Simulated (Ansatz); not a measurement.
The starting structures come from a database of crystals and need not be the phases stable at ambient conditions.

 Where the default PAW files enter, the runs use the earlier of Ansatz's two default sets.

Input:

```
S2Si
1.0
    5.85337     0.00000     0.00000
    0.57349     5.82521     0.00000
    2.63994    -2.91260     3.93097
Si S
2 4
Cartesian
  2.92668   0.00000   1.96548
  0.00000   0.00000   0.00000
  6.74382   0.63206   1.83580
  3.64295   0.82424   3.80129
  3.92970   3.73684   2.09517
  3.81713   0.63206   0.12968
```

Space group of this cell: I-42d. The cell is taken as given.

Method: r2SCAN (plane waves, PAW; Ansatz, a quantum-chemistry and plane-wave program).

The current runs along the normal of the first two printed vectors; no spin-orbit coupling. Scaled by the factor s: the length along the current (ions clamped). Meshes 8×8×8 and 6×6 across the current in all rows.

| s | mean pressure (GPa) | slowest mid-gap decay constant κ (1/Å) |
|---|---|---|
| 0.97 | 3.2 | ? |
| 1.00 | 0.2 | 0.321 |
| 1.03 | -2.2 | 0.313 |

Task: Take the slope of the slowest mid-gap decay constant κ against ln s from the two given rows, extrapolate to s = 0.97, and say what the run there gives.

Result: Slope = (0.313 − 0.321) / ln 1.03 = -0.271 1/Å. The line gives 0.321 + (-0.271) × ln 0.97 = 0.329 1/Å. The run gives 0.327 1/Å, 0.002 1/Å under the line, 27 % of the predicted step.
